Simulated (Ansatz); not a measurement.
Here is the system:

```xyz
5
Lattice="4.1032 0.0000 0.0000 0.0000 3.9514 0.0000 0.0000 0.0000 3.9514" Properties=species:S:1:pos:R:3 pbc="T T T"
Ta     0.0000     0.0000     0.0000
Ag     2.0516     1.9757     1.9757
O      0.0000     0.0000     1.9757
O      2.0516     0.0000     0.0000
O      0.0000     1.9757     0.0000
```

A single point on TaAgO3 with a change (uniaxial strain ε_xx = +3.84 %), its geometry relaxed with PBEsol.

Method: PBEsol in Ansatz (plane waves to 420 eV, PAW, with spin-orbit coupling). Γ-centred 8×8×8 mesh, Fermi–Dirac width 0.05 eV.

Predict the electron mass, gap character and width of the top valence band.


* **Electron mass**: 0.30 mₑ along x, 0.33 mₑ across (at Γ)
* **Gap character**: indirect, X → Γ
* **Width of the top valence band**: 1.11 eV

Single points use the geometry relaxed with PBEsol. Effective masses come from finite differences of ±0.01 Å⁻¹. No phonon test of stability was made. The cell was made from TaAgO$_{3}$ in the cubic perovskite structure (space group Pm-3m, No. 221; a cell from a computed database, its experimental status unchecked) by this change: uniaxial strain ε_xx = +3.84 %. Many cubic perovskites are stable only at high temperature; tilts and polar distortions were not tested.

Ansatz is a first-principles code.
